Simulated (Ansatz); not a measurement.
The starting structures come from a database of crystals and need not be the phases stable at ambient conditions.

 Where the default PAW files enter, the runs use the earlier of Ansatz's two default sets.

Input:

```
Li3VO4
1.0
    4.91455     0.00000     0.00000
    0.00000     5.41504     0.00000
    0.00000     0.00000     6.28072
Li V O
6 2 8
Direct
  0.99009   0.66752   0.24706
  0.49009   0.33248   0.25294
  0.99009   0.66752   0.75294
  0.49009   0.33248   0.74706
  0.98837   0.16596   0.50000
  0.48837   0.83404   0.00000
  0.99899   0.16941   0.00000
  0.49899   0.83059   0.50000
  0.88890   0.32018   0.22612
  0.38890   0.67982   0.27388
  0.88890   0.32018   0.77388
  0.38890   0.67982   0.72612
  0.34864   0.17237   0.00000
  0.84864   0.82763   0.50000
  0.39022   0.13307   0.50000
  0.89022   0.86693   0.00000
```

Space group of this cell: Pmn2_1. The cell is taken as given; by r2SCAN its mean pressure is -1.3 GPa.

Transport runs along the normal of the first two printed cell vectors.

The gap is the functional's own, uncorrected, and κ follows it; spin-orbit coupling is left out. Mid-gap values are interpolated between the computed energies.

### Question
Give the band gap and the smallest decay constant κ at mid-gap that r2SCAN (Ansatz, a program for electronic structure) yields.

### Answer
Gap 4.38 eV on a 6×6×6 mesh; κ = 0.597 1/Å, at (0.000, 0.500) of the in-plane reciprocal vectors. At the zone centre, at the nearest computed energy, the slowest state has κ = 0.64 1/Å.
